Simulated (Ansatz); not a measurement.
The reference is InPd in the CsCl type structure (space group Pm-3m, No. 221; relaxed with 0.1 eV smearing).

```
InPd
1.0
    3.24799     0.00000     0.00000
    0.00000     3.24799     0.00000
    0.00000     0.00000     3.24799
In Pd
1 1
Direct
  0.50000   0.50000   0.50000
  0.00000   0.00000   0.00000
```

Cartesian axes are those of the cell as printed.

All numbers come from Kohn–Sham DFT with the PBEsol functional, run in Ansatz (a first-principles code) with PAW and 420 eV plane waves, no spin-orbit coupling.

Base values:

The shortest interatomic distance is 2.813 Å and the pressure is 0.0 GPa.

Modification: a pure shear with ε_xy = ε_yx = 0.0114, atoms relaxed at fixed cell.

Question: What does the calculation give for the energy relative to the base after the change?

Answer: The energy rises by 1.6 meV/atom.

Question: How does this affect the shortest interatomic distance?

Answer: The shortest interatomic distance falls by 0.021 Å to 2.792 Å.

Question: What does the calculation give for the pressure after the change?

Answer: The pressure (mean of the normal stresses, compression positive) is nearly the same (0.0 GPa against 0.1 GPa).

The cells carry an imposed strain or load. Whether these cells are dynamically stable was not tested. The final runs are not spin-polarised.
